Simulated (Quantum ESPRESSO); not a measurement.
A self-consistent single point of LaPd3 (P1, 4 atoms in the cell) with Quantum ESPRESSO.

Method: optB86b-vdW, GBRV 1.5 ultrasoft (PBE) pseudopotentials (plane waves; Quantum ESPRESSO 7.5).

```yaml
crystal:
  lattice:
    - [4.20266, 0.00000, 0.00000]
    - [0.00000, 4.20266, 0.00000]
    - [0.00000, 0.00000, 4.20266]
  atoms:
    - { symbol: La, position: [0.99188, 0.99807, 0.00644] }
    - { symbol: Pd, position: [0.50232, 0.00116, 0.49649] }
    - { symbol: Pd, position: [0.00376, 0.50048, 0.50201] }
    - { symbol: Pd, position: [0.50203, 0.50029, 0.99505] }
```

Reference input (self-consistent single point, DFT, PBEsol, plane waves, GBRV 1.5 ultrasoft (PBESOL) pseudopotentials): ecutwfc = 40 Ry; ecutrho = 320 Ry; occupations = smearing; smearing = marzari-vanderbilt; degauss = 0.0073499 Ry; potentials = {La: la_pbesol_v1.uspp.F.UPF, Pd: pd_pbesol_v1.4.uspp.F.UPF}; K_POINTS = automatic 5 5 5 0 0 0; conv_thr = 1e-09 Ry; mixing_beta = 0.7. This run's input differs from it in these lines:

```diff
@@ -17,2 +17,3 @@
     degauss = 0.0073499
+    input_dft = 'vdw-df-ob86'
 /
@@ -23,4 +24,4 @@
 ATOMIC_SPECIES
-La   138.9055  la_pbesol_v1.uspp.F.UPF
-Pd   106.4200  pd_pbesol_v1.4.uspp.F.UPF
+La   138.9055  la_pbe_v1.uspp.F.UPF
+Pd   106.4200  pd_pbe_v1.4.uspp.F.UPF
 ATOMIC_POSITIONS {crystal}
```

The program printed (abridged):

```
     Self-consistent Calculation

     iteration #  1     ecut=    40.00 Ry     beta= 0.70

     negative rho (up, down):  2.204E-01 0.000E+00

     total energy              =    -673.48307523 Ry
     estimated scf accuracy    <      31.93682399 Ry

     iteration #  2     ecut=    40.00 Ry     beta= 0.70

     negative rho (up, down):  2.314E-01 0.000E+00

     total energy              =    -693.49693507 Ry
     estimated scf accuracy    <      85.87257966 Ry

     iteration #  3     ecut=    40.00 Ry     beta= 0.70

     negative rho (up, down):  2.324E-01 0.000E+00

     total energy              =    -699.64136192 Ry
     estimated scf accuracy    <       8.57291551 Ry

   [... 19 blocks of this kind left out ...]

     iteration # 23     ecut=    40.00 Ry     beta= 0.70

     negative rho (up, down):  2.800E-01 0.000E+00

     total energy              =    -698.94373190 Ry
     estimated scf accuracy    <          2.6E-09 Ry

     iteration # 24     ecut=    40.00 Ry     beta= 0.70

     negative rho (up, down):  2.800E-01 0.000E+00
     End of self-consistent calculation

     the Fermi energy is    16.3477 ev

!    total energy              =    -698.94373190 Ry
     estimated scf accuracy    <          2.6E-11 Ry
     smearing contrib. (-TS)   =       0.00013179 Ry
     internal energy E=F+TS    =    -698.94386368 Ry

     convergence has been achieved in  24 iterations

     negative rho (up, down):  2.800E-01 0.000E+00

     Forces acting on atoms (cartesian axes, Ry/au):

     atom    1 type  1   force =     0.01003366    0.00222661   -0.00687386
     atom    2 type  2   force =    -0.00490004   -0.00035913    0.00491824
     atom    3 type  2   force =    -0.00053062   -0.00101669   -0.00024115
     atom    4 type  2   force =    -0.00460300   -0.00085078    0.00219677

     Total force =     0.015143     Total SCF correction =     0.000010

     negative rho (up, down):  2.800E-01 0.000E+00
          total   stress  (Ry/bohr**3)                   (kbar)     P=       -8.21
  -0.00005468   0.00000007  -0.00000091           -8.04        0.01       -0.13
   0.00000007  -0.00005754   0.00000024            0.01       -8.46        0.04
  -0.00000091   0.00000024  -0.00005519           -0.13        0.04       -8.12

   JOB DONE.
```

The run converged in 24 iterations. Against the reference run the pressure goes from -4.08 to -0.82 GPa and the largest force goes from 0.291 to 0.318 eV/Å.

The starting cell comes from a database of computed structures (which also holds hypothetical and non-ambient phases and stackings), without a prior relaxation at this level. Its atoms were displaced at random from the sites of space group no. 221. Spin polarisation is off.

Cost on one core of a shared machine: roughly 7 min.
